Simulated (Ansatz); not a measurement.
For TiB2 (model structure, started from the MoSi2 type, I4/mmm, No. 139, 3 atoms in the cell), PBEsol in Ansatz (PAW) gives:

| Quantity | Value |
|---|---|
| lattice parameter a | 3.164 Å |
| c axis length | 5.964 Å |

### Question
What does PBE-D3(BJ) in Ansatz (PAW) give for the same quantities?

### Answer

- lattice constant a: 3.161 Å (decreases by 0.1 %)
- lattice parameter c: 5.944 Å (decreases by 0.3 %)

Changes are worked out from the printed values.

Unless a cell is named, each level is at its own relaxed cell (PBEsol 9.95, PBE-D3(BJ) 9.90 Å³/atom).

Ansatz's density-functional and Hartree–Fock values are scalar-relativistic unless marked +SOC, with PAW data made under PBE.

A model structure was made by putting elements into a prototype or built by hand; it is no filed structure, need not be a known phase, and can be a saddle point held by its symmetry.

Ansatz is an electronic-structure program.
